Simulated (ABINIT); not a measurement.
Band structure of CdO (Fm-3m, 2 atoms in the cell).

```yaml
crystal:
  lattice:
    - [0.00000, 2.35000, 2.35000]
    - [2.35000, 0.00000, 2.35000]
    - [2.35000, 2.35000, 0.00000]
  atoms:
    - { symbol: Cd, position: [0.00000, 0.00000, 0.00000] }
    - { symbol: O, position: [0.50000, 0.50000, 0.50000] }
```

Method: PBE, PAW (JTH v2.0 PBE PAW) (plane waves; ABINIT).

Settings: pseudos = [Cd.GGA_PBE-JTH.xml, O.GGA_PBE-JTH.xml]; ecut = 653 eV; pawecutdg = 1306 eV; pawxcdev = 0; ixc = 11; occopt = 3; tsmear = 0.00073499 Ha; ngkpt = 8 8 8; nshiftk = 1; shiftk = 0 0 0; potentials = JTH v2.0 PBE PAW; kptopt = 1; nstep = 60.

The starting cell has typed, rounded lattice constants, without a prior relaxation at this level. The run gives no clean gap (levels at the Fermi energy touch, overlap or are partly filled at this smearing), which alone does not show that the compound is a metal.

Levels in eV from the Fermi level, bands 6 to 13:
```csv
point,6,7,8,9,10,11,12,13
Γ,-6.45,-1.42,-1.42,-1.42,-0.48,14.53,16.58,16.98
X,-5.75,-4.38,-2.38,-2.38,3.83,8.46,11.21,13.24
W,-5.85,-3.04,-3.04,-1.92,5.94,8.86,8.86,10.68
K,-6.04,-3.44,-2.93,-1.31,5.37,8.56,8.56,12.84
L,-6.20,-3.85,-0.04,-0.04,4.37,7.25,11.81,11.81
U,-6.04,-3.44,-2.93,-1.31,5.37,8.56,8.56,12.84
```

Bands cross the Fermi level along this path, so the cell is metallic at this level.
